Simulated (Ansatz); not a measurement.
Consider NbP in the CsCl type structure (space group Pm-3m, No. 221; a = 3.1099 Å; a hypothetical phase, not in the database extracts checked).

(Cell as relaxed with PBE.)

Levels (all Ansatz, a quantum-chemistry and plane-wave program, PAW): PBE (420 eV, scalar-relativistic without spin-orbit coupling); PBEsol (420 eV, no spin-orbit coupling).

Each level relaxes its own structure.

```
quantity                  PBE    PBEsol
-------------------  --------  --------
volume per atom      15.04 Å³  14.60 Å³
lattice parameter a   3.110 Å   3.079 Å
band gap                 zero      zero
```

PBE's volume per atom lies 0.44 Å³ above PBEsol's (3.0 %); PBE's lattice parameter a lies 0.031 Å above PBEsol's (1.0 %); the two agree on the band gap. Neither level is exact; PBEsol is the comparison here, not a measurement.

Stability against distortions was not tested. The final runs are not spin-polarised.
